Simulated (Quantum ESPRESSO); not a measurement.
**Several settings converged on a (100) slab of Ba2H3I (cut from a parent of space group no. 164; 6 atoms in the cell)**

```yaml
crystal:
  lattice:
    - [4.51372, 0.00000, 0.00000]
    - [0.00000, 8.07895, 0.00000]
    - [0.00000, 0.00000, 16.60599]
  atoms:
    - { symbol: Ba, position: [0.25000, 0.68472, 0.42153] }
    - { symbol: Ba, position: [0.25000, 0.31528, 0.57847] }
    - { symbol: H, position: [0.25000, 0.35610, 0.42153] }
    - { symbol: H, position: [0.25000, 0.64390, 0.57847] }
    - { symbol: H, position: [0.75000, 0.50000, 0.50000] }
    - { symbol: I, position: [0.75000, 0.00000, 0.50000] }
```

Base method: LDA (PZ), GBRV 1.5 ultrasoft (LDA) pseudopotentials (plane waves; Quantum ESPRESSO 7.5).

Base settings: ecutwfc = 40 Ry; ecutrho = 200 Ry; occupations = smearing; smearing = fd; degauss = 0.0036749 Ry; potentials = {Ba: ba_lda_v1.uspp.F.UPF, H: h_lda_v1.4.uspp.F.UPF, I: i_lda_v1.uspp.F.UPF}; K_POINTS = automatic 3 2 1 0 0 0; conv_thr = 1e-10 Ry; mixing_beta = 0.4.

The count of work is k-points × plane waves × bands × iterations; it is no time. 

**The vacuum**

The mesh stays at the base's, so the ladder's end is converged at best in this setting alone.

Only quantities that move along the ladder and can be compared are tabulated.

| vacuum between outermost atoms (Å) | free energy less the last step's (meV/atom) | largest difference of a force vector from the last step's (eV/Å) | gap on the mesh (eV) | count of work / last |
|---|---|---|---|---|
| 3.0 | -463.18 | 1.071 | 1.917 | 0.16 |
| 4.0 | -205.10 | 0.674 | 1.420 | 0.20 |
| 5.0 | -84.13 | 0.332 | 1.096 | 0.23 |
| 7.0 | -13.92 | 0.070 | 0.791 | 0.27 |
| 14.0 | -0.04 | 0.000 | 0.681 | 0.47 |
| 30.0 | 0.00 | 0.000 | 0.681 | 1.0 |

Smallest vacuum between outermost atoms (Å) that holds the free energy within 5 meV/atom of the last step, with all finer ones: 14.0; the step before is off by 14 meV/atom.

Smallest vacuum between outermost atoms (Å) that holds the gap on the mesh within 0.05 eV of the last step, with all finer ones: 14.0; the step before is off by 0.11 eV.

Smallest vacuum between outermost atoms (Å) that holds the forces within 0.01 eV/Å of the last step, with all finer ones: 14.0; the step before is off by 0.070 eV/Å.

**The k-point mesh**

Only quantities that move along the ladder and can be compared are tabulated.

| K_POINTS | free energy less the last step's (meV/atom) | largest difference of a force vector from the last step's (eV/Å) | count of work / last |
|---|---|---|---|
| automatic 2 1 1 0 0 0 | -25.92 | 0.193 | 0.050 |
| automatic 3 2 1 0 0 0 | -0.59 | 0.020 | 0.100 |
| automatic 4 2 1 0 0 0 | 0.96 | 0.003 | 0.15 |
| automatic 14 8 1 0 0 0 | 0.00 | 0.000 | 1.0 |

Coarsest K_POINTS that holds the forces within 0.01 eV/Å of the last step, with all finer ones: automatic 4 2 1 0 0 0, at 0.15 of the last step's count of work; the step before is off by 0.020 eV/Å.

Coarsest K_POINTS that holds the free energy within 2 meV/atom of the last step, with all finer ones: automatic 3 2 1 0 0 0, at 0.100 of the last step's count of work; the step before is off by 26 meV/atom.

**The plane-wave cutoff**

Moved along: ecutrho.

The mesh stays at the base's, so the ladder's end is converged at best in this setting alone.

Only quantities that move along the ladder and can be compared are tabulated.

| ecutwfc | free energy less the last step's (meV/atom) | count of work / last |
|---|---|---|
| 20 Ry | 30.85 | 0.13 |
| 28 Ry | 8.03 | 0.22 |
| 40 Ry | 1.72 | 0.33 |
| 80 Ry | 0.00 | 1.0 |

Coarsest ecutwfc that holds the free energy within 5 meV/atom of the last step, with all finer ones: 40 Ry, at 0.33 of the last step's count of work; the step before is off by 8.0 meV/atom.

On the base run: the starting cell comes from a database of computed structures (which also holds hypothetical and non-ambient phases and stackings), without a prior relaxation at this level. The slab is cut from that crystal, and its faces are unrelaxed. Its lattice was rescaled by up to half a per cent. Spin-orbit coupling is off. Spin polarisation is off, though cut faces can carry moments; a gap of a slab can lie between surface states. In the base run, forces exceed 1 eV/Å.
